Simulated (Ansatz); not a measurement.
Here is the system:

```
MgO
1.0
    0.00000     2.10223     2.10223
    2.10223     0.00000     2.10223
    2.10223     2.10223     0.00000
O Mg
1 1
Direct
  0.00000   0.00000   0.00000
  0.50000   0.50000   0.50000
```

No spin polarisation.

Method: r2SCAN, PAW, 500 eV (Ansatz, a program for electronic structure; spin-orbit coupling left out). k-mesh 13×13×13 (Γ-centred); smearing 0.05 eV (Fermi–Dirac).

Problem. Predict the electron mass, hole mass, gap character and space group.

Solution. The electron mass comes out as 0.36 mₑ (at Γ). The hole mass (degenerate bands, along [100]) is 0.42, 2.1, 2.1 mₑ (at Γ), the gap character comes out as direct at Γ and the space group is Fm-3m (No. 225).

Masses are band curvatures over ±0.01 Å⁻¹ around the edge. No phonon test of stability was made. The cell was made from MgSe by this change: Se → O.
